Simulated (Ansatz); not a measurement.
# Computed paths: interstitial Cd in wurtzite CdS, charge state +2

System: interstitial Cd in wurtzite CdS (charge state +2). All values below come from PBE, PAW (plane waves to 420 eV; Ansatz, an electronic-structure program).

72-site cell at the relaxed PBE lattice, one k-point at (0.125, 0.250, 0.250), smearing 0.01 eV, spin-restricted, no finite-size correction. No zero-point or tunnelling terms. The charge state is imposed; whether it is stable for some Fermi level was not computed. Sites that were not tried may lie lower.

Barriers: single points on a 2×2×2 k-point mesh shifted by half a step along c at the bands' geometries.

| Route | Start site over the lowest site run (eV) | Hop (Å) | Forward barrier (eV) | Backward barrier (eV) | Neighbours at the start | Neighbours at the saddle | Saddle order | Forward, on the band's own sampling (eV) |
|---|---|---|---|---|---|---|---|---|
| one Cd atom jumps by itself | 0.00 | 3.42 | 0.45 | 0.45 | Cd at 3.00, Cd at 3.02, Cd at 3.04, Cd at 3.39, 2 Cd at 3.41; 3 S at 2.65, S at 3.10, S at 3.16, S at 3.20 Å | 2 Cd at 2.87, Cd at 2.88; 3 S at 2.52 Å | not checked | 0.45 |

Paths come from climbing-image nudged elastic band runs.  

The whole set of runs took very roughly 3 core-hours.
